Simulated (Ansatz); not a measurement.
## W3N4, element substitutions

Take W3N4 (space group Pm-3m, No. 221) as the base.

```cif
data_N4W3
_chemical_formula_sum 'N4 W3'
_space_group_name_H-M_alt 'Pm-3m'
_space_group_IT_number 221
_space_group_name_Hall '-P 4 2 3'
_cell_length_a 4.17923
_cell_length_b 4.17923
_cell_length_c 4.17923
_cell_angle_alpha 90.000
_cell_angle_beta 90.000
_cell_angle_gamma 90.000
loop_
_atom_site_label
_atom_site_type_symbol
_atom_site_symmetry_multiplicity
_atom_site_Wyckoff_symbol
_atom_site_fract_x
_atom_site_fract_y
_atom_site_fract_z
_atom_site_occupancy
N1 N 1 b 0.50000 0.50000 0.50000 1
N2 N 3 d 0.00000 0.00000 0.50000 1
W1 W 3 c 0.00000 0.50000 0.50000 1
```

Each row replaces one element on all its sites; cell and atoms are relaxed.

Computed with PBEsol in Ansatz (plane waves to 420 eV, PAW, no spin-orbit coupling).

```json
[
 {"variant": "base", "density": "13.82 g/cm³", "shortest interatomic distance": "2.090 Å"},
 {"variant": "W → Os", "density": "14.49 g/cm³", "shortest interatomic distance": "2.078 Å"},
 {"variant": "W → Mo", "density": "7.91 g/cm³", "shortest interatomic distance": "2.082 Å"},
 {"variant": "N → Sb", "density": "10.84 g/cm³", "shortest interatomic distance": "2.709 Å"}
]
```

Stability against distortions was not tested. As relaxed here, Os3N4, Mo3N4 and W3Sb4 are hypothetical phases, not in the database extracts checked. The final runs are not spin-polarised. W3Sb4 has a high density of states at the Fermi level and may be magnetic at this level.

Ansatz is a first-principles code.
